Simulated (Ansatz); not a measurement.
## Response to strain in KI

Consider KI in the rock salt structure (space group Fm-3m, No. 225; a = 7.006 Å).

Strains are applied to the cell and any free atomic positions relax.

Level of theory: PBEsol (Ansatz, a program for electronic structure; PAW; 420 eV plane waves; scalar-relativistic without spin-orbit coupling).

Candidates:
(a) isotropic strain +0.50 %
(b) isotropic strain −2.00 %
(c) isotropic strain +2.00 %

For the base:

```
Item       Result
--------  -------
Band gap  3.87 eV
```

**Question.** Order them by band gap, highest first.

**Answer.** (b) isotropic strain −2.00 % (4.01 eV), (a) isotropic strain +0.50 % (3.84 eV), (c) isotropic strain +2.00 % (3.75 eV)

Spin-orbit coupling, missing from the scalar runs, can matter with I. Semilocal Kohn–Sham gaps tend to fall short of experiment. No phonon test of stability was made.
